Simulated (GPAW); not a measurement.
Input and output of a self-consistent single point for Cu (Fm-3m, 1 atom in the cell) (GPAW).

Method of the run: PBE, GPAW PAW datasets PBE (gpaw-data 1.0.1) (plane waves; GPAW).

```
CELL_PARAMETERS angstrom
      0.00000     1.81042     1.81042
      1.81042     0.00000     1.81042
      1.81042     1.81042     0.00000
ATOMIC_POSITIONS crystal
  Cu 0.00000 0.00000 0.00000
```

Reference input (self-consistent single point, DFT PBE, plane waves, GPAW PAW datasets PBE (gpaw-data 1.0.1)): mode = pw; ecut = 850 eV; xc = PBE; kpts = 6 6 6; mesh shift (steps) = 0 0 0; occupations.name = methfessel-paxton; occupations.width = 0.1 eV; occupations.order = 0; nbands = -5; convergence.density = 1e-05 e/electron; convergence.energy = 1e-05 eV/electron; symmetry.symmorphic = false. This run's input differs from it in these lines:

```diff
@@ -12,2 +12,3 @@
 calc = GPAW(mode=PW(850),
+            h=0.25,
             xc='PBE',
```

Log, with long lists cut:

```
Input parameters:
  convergence: {density: 1e-05,
                energy: 1e-05}
  h: 0.25
  kpts: {gamma: True,
         size: (6, 6, 6)}
  maxiter: 120
  mode: {ecut: 850.0,
         name: pw}
  nbands: -5
  occupations: {name: methfessel-paxton,
                order: 0,
                width: 0.1}
  symmetry: {symmorphic: False,
             tolerance: 0.0005}
  xc: PBE

species:
  Cu:
    name: Copper
    Z: 29.0
    valence: 11
    core: 18
    charge: 0.0
    file: Cu.PBE.gz

    # Using partial waves for Cu as LCAO basis

Reference energy: -45021.451841  # eV

Spin-paired calculation

Convergence criteria:
 Maximum [total energy] change in last 3 cyles: 1e-05 eV / valence electron
 Maximum integral of absolute [dens]ity change: 1e-05 electrons / valence electron
 Maximum integral of absolute [eigenst]ate change: 4e-08 eV^2 / valence electron
 Maximum number of scf [iter]ations: 120

Symmetries present (total): 48
Symmetries with fractional translations: 0
216 k-points: 6 x 6 x 6 Monkhorst-Pack grid + [1/12,1/12,1/12]
16 k-points in the irreducible part of the Brillouin zone
       k-points in crystal coordinates                weights
   0:     0.00000000    0.00000000    0.00000000          1/216
   1:     0.16666667    0.16666667    0.00000000          6/216
   2:     0.16666667    0.16666667    0.16666667          8/216
   [... 7 lines left out ...]
          ...
  15:     0.50000000    0.50000000    0.50000000          4/216

Traceback (most recent call last):
   [... frames left out ...]
AssertionError
```

The program stopped before any SCF iteration. 

The starting cell has typed, rounded lattice constants, without a prior relaxation at this level. Its lattice was rescaled by up to half a per cent.
